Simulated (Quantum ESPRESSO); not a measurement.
# Sensitivity of a calculation on Hf2N2O (Cm, 15 atoms in the cell) to its settings

```
CELL_PARAMETERS angstrom
      6.89598    -1.65460     0.00000
      6.89598     1.65460     0.00000
     -1.45351     0.00000     8.15970
ATOMIC_POSITIONS crystal
  Hf 0.96959 0.96959 0.19980
  Hf 0.36155 0.36155 0.52601
  Hf 0.30464 0.30464 0.86658
  Hf 0.69444 0.69444 0.13154
  Hf 0.63579 0.63579 0.47998
  Hf 0.03534 0.03534 0.81322
  N  0.46416 0.46416 0.35133
  N  0.83020 0.83020 0.03516
  N  0.87842 0.87842 0.70924
  N  0.20458 0.20458 0.62097
  N  0.12547 0.12547 0.27298
  N  0.17297 0.17297 0.96346
  O  0.78546 0.78546 0.38063
  O  0.53464 0.53464 0.66149
  O  0.50275 0.50275 0.98762
```

Base run A: PBEsol, GBRV 1.5 ultrasoft (PBESOL) pseudopotentials in Quantum ESPRESSO 7.5, self-consistent single point.

Its settings: ecutwfc = 40 Ry; ecutrho = 320 Ry; occupations = smearing; smearing = gauss; degauss = 0.00147 Ry; potentials = {Hf: hf_pbesol_v1.uspp.F.UPF, N: n_pbesol_v1.2.uspp.F.UPF, O: o_pbesol_v1.2.uspp.F.UPF}; K_POINTS = automatic 5 5 2 0 0 0; conv_thr = 1e-10 Ry; mixing_beta = 0.7.

The starting cell comes from a database of computed structures (which also holds hypothetical and non-ambient phases and stackings), without a prior relaxation at this level. Its lattice was rescaled by a random factor within 2.5 % of one. Spin-orbit coupling is off. In the base run, with a pressure of about -14 GPa the cell is away from its equilibrium volume at this level. Another mesh or the band path of this cell gives a smaller gap, so this value is not converged in the mesh.

ΔF is the free energy per atom less that of run A. A dash stands where there is no value to compare (another energy zero or no entropy term, no result, no spin, no clean gap, or a mesh too coarse for one). Total energies depend on the potentials, the functional and any Hubbard or dispersion term, so they are compared only between runs that share all of them.

Runs:
- B: K_POINTS: automatic 5 5 2 0 0 0 → automatic 6 6 3 0 0 0
- C: K_POINTS: automatic 5 5 2 0 0 0 → automatic 4 4 2 1 1 1
- D: HUBBARD: default → ortho-atomic; U Hf-5d 2 eV [PBEsol+U]
- E: conv_thr: 1e-10 Ry → 7.3e-10 Ry
- F: lattice scaled by 1.015
- G: nbnd: default → 61
- H: ecutwfc: 40 Ry → 70 Ry; ecutrho: 320 Ry → 560 Ry
- I: mixing_beta: 0.7 → 0.3
- J: diago_david_ndim: default → 4
- K: pseudopotentials: {Hf: hf_pbesol_v1.uspp.F.UPF, N: n_pbesol_v1.2.uspp.F.UPF, O: o_pbesol_v1.2.uspp.F.UPF} → {Hf: hf_pbe_v1.uspp.F.UPF, N: n_pbe_v1.2.uspp.F.UPF, O: o_pbe_v1.2.uspp.F.UPF}; input_dft: default → vdw-df-cx [vdW-DF-cx]
- L: ecutwfc: 40 Ry → 75 Ry; ecutrho: 320 Ry → 600 Ry; pseudopotentials: {Hf: hf_pbesol_v1.uspp.F.UPF, N: n_pbesol_v1.2.uspp.F.UPF, O: o_pbesol_v1.2.uspp.F.UPF} → {Hf: Hf-sp.oncvpsp.upf, N: N.oncvpsp.upf, O: O.pbe-n-kjpaw_psl.0.1.UPF}; input_dft: default → pbesol

| run | ΔF (meV/atom) | pressure (GPa) | largest force (eV/Å) | gap on the mesh (eV) | k-points |
|---|---|---|---|---|---|
| A | 0.00 | -13.80 | 0.418 | 1.850 | 18 |
| B | -0.03 | -13.79 | 0.416 | 1.790 | 34 |
| C | -0.23 | -13.81 | 0.410 | 1.920 | 10 |
| D | – | -10.57 | 0.323 | 2.102 | 18 |
| E | 0.00 | -13.80 | 0.418 | 1.850 | 18 |
| F | 61.3 | -21.68 | 0.730 | 1.791 | 18 |
| G | 0.00 | -13.80 | 0.418 | 1.850 | 18 |
| H | -11.5 | -13.29 | 0.421 | 1.849 | 18 |
| I | 0.00 | -13.80 | 0.418 | 1.850 | 18 |
| J | 0.00 | -13.80 | 0.418 | 1.850 | 18 |
| K | – | -13.59 | 0.348 | 1.869 | 18 |
| L | – | -12.78 | 0.461 | 1.849 | 18 |

Run C against A: The free energy is nearly the same (within 1 meV/atom), the pressure moves little (-13.80 to -13.81 GPa), the largest force hardly changes (0.418 to 0.410 eV/Å) and the gap on the mesh goes from 1.850 to 1.920 eV.

Run K against A: The pressure goes from -13.80 to -13.59 GPa, the largest force goes from 0.418 to 0.348 eV/Å and the gap on the mesh goes from 1.850 to 1.869 eV.
